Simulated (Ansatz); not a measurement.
The parent structure is Pt in the fcc (Cu type) structure (space group Fm-3m, No. 225; a = 3.920 Å; relaxed with 0.1 eV smearing). Axes: x, y, z lie along the cube axes.

Calculations: PBEsol/PAW in Ansatz (a quantum-chemistry and plane-wave program), scalar-relativistic without spin-orbit coupling.

Strains are applied to the cell and any free atomic positions relax.

One change was made to it. Results:

| quantity | base | after |
|---|---|---|
| energy relative to the base (free energy F) | 0 meV/atom | +3.7 meV/atom |
| pressure (mean of the normal stresses, compression positive) | 0.0 GPa | -4.1 GPa |

Question: Which change produced these results?
(A) uniaxial strain ε_zz = +0.50 %
(B) uniaxial strain ε_zz = +1.00 %
(C) uniaxial strain ε_zz = −1.00 %
(D) uniaxial strain ε_zz = +1.50 %

Answer: D, uniaxial strain ε_zz = +1.50 %. For comparison, the energy relative to the base in the other runs: uniaxial strain ε_zz = +1.00 % gives +1.6 meV/atom; uniaxial strain ε_zz = +0.50 % gives +0.4 meV/atom; uniaxial strain ε_zz = −1.00 % gives +1.7 meV/atom.

Stability against distortions was not tested. All final runs are without spin polarisation.
